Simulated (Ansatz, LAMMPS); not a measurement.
Random Si-Ge alloy, 4x4x4 cubic cells, lattice parameter by Vegard's rule. Cell 22.99 × 22.99 × 22.99 Å, Si24Ge488, 512 atoms. Prepared with Tersoff's 1989 multicomponent potential (SiCGe.tersoff) (LAMMPS): minimisation. 

Basis: localised support functions (accuracy medium) on a full density matrix. k-points: zone centre alone; occupations: Fermi-Dirac, 0.020 eV; spin polarisation not allowed. Scalar-relativistic, no spin-orbit coupling.

Estimate the energy, gap and bonding that PBE, support functions at accuracy medium on the grid of 370 eV in Ansatz (a quantum-chemistry and plane-wave program) returns for this input.


energy over the perfect crystal(s), per atom: 4 meV/atom
electronic character of the cell: no gap resolved at this smearing
coordination (neighbours within 2.988 Å): 100.0 % 4-fold
Ge-Ge bonds, mean ± spread: 2.493 ± 0.003 Å
Ge-Si bonds, mean ± spread: 2.445 ± 0.004 Å
bond angles, mean ± spread: 109.5° ± 0.5°
pressure: 0.05 GPa
